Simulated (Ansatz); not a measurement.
Partial pair distribution functions of a relaxed model of amorphous Zr₃Hf₃Nb₃Ta₃Mo₃W₃O₄₅, broadened by 0.06 Å; density 6.02 g/cm³. Level of theory: PBE, scalar-relativistic without spin-orbit coupling (plane waves to 420 eV, PAW; Ansatz, a first-principles code).

It comes from a melt-quench run on a machine-learned potential (CHGNet), relaxed afterwards by DFT. O atoms were pushed apart under 1.9 Å during the dynamics, to hinder bonds among them. The hot cell started wider than the set density and was brought back towards it in steps. It is the lowest in DFT energy of 2 quenches. It is a model cell: composition and starting density were chosen by hand, and all elements were melted together. No dispersion term was used. Its density started from a set value of 6.29 and ended at 6.02 g/cm³. The simulated quench (nominally 240 K/ps over its main leg) is rapid and tends to freeze in more defects than a deposited or slowly cooled glass has. One small periodic cell is one sample of the glass; other quenches scatter about these values. The volume was free in the relaxation, at fixed shape. Stress components on the final sampling reach 0.8 GPa.

```tsv
r (Å)	g Zr-O	g Hf-O	g O-O
1.75	0.01	0.00	0.00
1.85	0.44	0.08	0.00
1.95	2.29	1.63	0.00
2.05	3.77	7.67	0.00
2.15	5.86	7.13	0.00
2.25	4.90	3.41	0.04
2.35	3.01	1.44	0.40
2.45	2.11	0.27	1.07
2.55	0.96	0.03	1.87
2.65	0.10	0.33	2.56
2.75	0.00	0.34	2.65
2.85	0.00	0.02	2.30
2.95	0.00	0.15	2.10
3.05	0.00	0.38	1.39
3.15	0.05	0.31	0.93
3.25	0.31	0.22	0.96
3.35	0.12	0.16	0.77
3.45	0.00	0.55	0.73
3.55	0.01	0.54	0.78
3.65	0.25	0.56	0.70
3.75	0.91	0.47	0.90
3.85	1.12	0.47	0.74
3.95	1.52	1.36	0.87
4.05	1.24	0.87	0.91
4.15	1.22	1.00	0.94
4.25	1.43	1.28	0.84
4.35	1.51	1.86	0.84
4.45	1.28	1.24	0.66
4.55	1.25	1.54	0.64
4.65	1.63	1.18	0.64
4.75	1.62	1.64	0.74
```

Within 2.65 Å each Zr has 7.33 O neighbours on average.
